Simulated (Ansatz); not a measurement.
## Sn: stress against strain

Sn (diamond, Fd-3m, 35.392 Å³/atom at rest) under an equal strain ε in the (001) plane with the normal axis free, as in a coherent film. r2SCAN in Ansatz, a plane-wave DFT program (PAW, default set), 500 eV, 12×12×12 Γ-centred mesh, Fermi-Dirac smearing 0.05 eV; ions are relaxed within the symmetry of each cell. Stress is positive for a compressed cell.

Here s stands for strain and y for stress xx.

| strain (%) | stress xx (GPa) |
|---|---|
| -1.50 | 1.09 |
| -1.00 | 0.71 |
| -0.50 | 0.35 |
| 0.00 | 0.00 |
| 0.50 | -0.33 |
| 1.00 | -0.66 |
| 1.50 | -0.97 |
| 3.00 | ? |

Problem. Fit y against s with a straight line, and predict the withheld value at s = 3.00.

Solution. Means: s 0, y 0.027. About the means, the sum of products is -4.8000 and the sum of squares of s is 7.0000; the slope is their ratio. Least squares gives y = 0.027 - 0.6857·s. Residuals (row less fit): 0.034, -0.003, -0.020, -0.027, -0.014, -0.001, 0.032; standard error 0.027 (degrees of freedom: 5). The slope gives the biaxial elastic modulus of this plane = 69 ± 1.0 GPa. At the withheld row, y = 0.027 - 0.6857 × 3.0 = -2.030 GPa. The calculation gives -1.83 GPa, 0.200 GPa above the prediction (6.8 % of the range of y in the table). The row lies outside the fitted rows, so this is an extrapolation. From the scatter of the fitted rows alone, a prediction at this place has a standard error of 0.041 GPa, so the miss is 4.9 times that.

One order more, fitted to all 13 runs of the series, follows each within 0.01, so the miss is the next term of a smooth law. This level leaves no gap over 0.05 eV at strain -1.50, -1.00, -0.50, 0.00, 1.00, 1.50, 3.00, where the mesh may be coarse. Sn is here grey tin, stable below 13 °C. Rows are the converged runs of the series near zero and its far end; series whose fitted rows scatter by over a few per cent of the range, as at a crossing or softening among them, aren't shown in this form. Most that stay on the fit to the last digits aren't either.
